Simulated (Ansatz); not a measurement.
An Ansatz (a quantum-chemistry and plane-wave program) run: W with a change (uniaxial strain ε_zz = +0.94 %); r2SCAN (Ansatz, PAW, without spin-orbit coupling).

Input:

Ansatz 0.2 input:
```yaml
crystal:
  lattice:
    - [-1.5844168744, 1.5844168744, 1.599310393]
    - [1.5844168744, -1.5844168744, 1.599310393]
    - [1.5844168744, 1.5844168744, -1.599310393]
  atoms:
    - { symbol: W, position: [0, 0, 0] }
basis: { ecutwfc: 500, ecutrho_ratio: 4, xc_grid: 4, fft_grid_basis: typed }
kpoints: { mp_grid: { grid: [29, 29, 29] } }
hamiltonian:
  xc: r2scan
  dispersion: none
  pseudopotentials: { kind: paw }
scf: { occupations: { method: fermi_dirac, width: 0.1 }, convergence: { dr2_threshold: 0.0000000001 } }
relax: { f_tol: 0.005, max_steps: 50 }
output: { forces: true, stress: true }
checkpoint: { write: state.ck, write_every: 1000 }
```

Output (explanatory and most iteration lines left out):

```
Relaxation: its limit of steps is 50 (relax.max_steps)
Pseudopotential: W, paw, valence charge 14
Crystal: 1 atoms, lattice volume = 16.059 Å³
Basis set: ecut = 500 eV, 381 PW (Γ), exchange–correlation on 96×96×96 points (64 copies of the dense FFT grid, shifted against one another)
Bands: 11, of which v1, the nominal top of the filled ones, is band 7 counted from 1 (6 counted from 0)
Symmetry: 16 space group operations
Space group: I4/mmm (ITA 139), of the structure as read, at distance tolerance 2.5e-5 Å
k-points: 1800 of 24389
Functional: x = r2scan, c = r2scan; τ floored in thin density (d = 2e-4 eV/Å³)
SCF iter   1: F=—  HF=-10397.286776 eV  |F-HF|=—  |Δ(HF+E_count)|=         —  Δρ=6.24e-3  dr2=1.99e-3  dr2_τ=5.06e-2  ethr=1.77e-3  ⟨swp⟩=5.0  Hψ=116819  notcnv=0
SCF iter   2: F=—  HF=-10397.302659 eV  |F-HF|=—  |Δ(HF+E_count)|=   1.59e-2  Δρ=3.61e-3  dr2=4.73e-4  dr2_τ=1.19e-4  ethr=1.42e-5  ⟨swp⟩=2.4  Hψ=45483  notcnv=0
SCF 1 converged in 7 iterations: F = -10397.303279 eV  dr2 = 1.10e-11
relax step   1: F+E_penalty+E_count = -10397.30327902 eV  Δ(F+E_penalty+E_count) = +0.000e0 eV  max|allowed force component| = 0.000e0 eV/Å  Δτ_max = 0.0000 Å  (7 SCF iters, accepted)
Crystal: 1 atoms, lattice volume = 16.059 Å³
SCF iter   1: F=—  HF=-10397.303279 eV  |F-HF|=—  |Δ(HF+E_count)|=         —  Δρ=4.75e-7  dr2=1.10e-11  dr2_τ=3.22e-12  ethr=1.00e-12  ⟨swp⟩=1.0  Hψ=120018  notcnv=0
SCF iter   2: F=-10397.303279 eV  HF=-10397.303279 eV  |F-HF|=1.82e-12  |Δ(HF+E_count)|=  5.46e-12  Δρ=2.61e-7  dr2=3.29e-12  dr2_τ=4.03e-13  ethr=1.00e-12  ⟨swp⟩=3.8  Hψ=54603  notcnv=0
SCF 2 converged in 2 iterations: F = -10397.303279 eV  dr2 = 3.29e-12
SCF converged after 2 iterations
Free energy (F): -10397.303279 eV
Internal energy: -10397.289216 eV  (E = F + TS)
E sigma→0 (E₀):  -10397.296247 eV
Entropy (-TS):   -0.014063 eV (-14.063 meV/atom)
Fermi energy:    22.131354 eV
--- Forces (eV/Å), atoms counted from 1 ---
  atom   1  W     -0.00000000    -0.00000000    -0.00000000
--- Stress (GPa, compression-positive) ---
       -1.876142       0.000000       0.000000
        0.000000      -1.876142       0.000000
        0.000000      -0.000000      -5.004805
  P = ⅓ Tr σ = -2.9190 GPa (-29.190 kbar)
--- Relaxed structure (1 steps of the walk, 1 accepted, 0 SCFs on fresh bases) ---
  atoms:
    - { symbol: W, position: [0.0, 0.0, 0.0] }
```

Stability against distortions was not tested. The final runs are not spin-polarised. The cell was made from W in the bcc (W type) structure (space group Im-3m, No. 229) by this change: uniaxial strain ε_zz = +0.94 %.
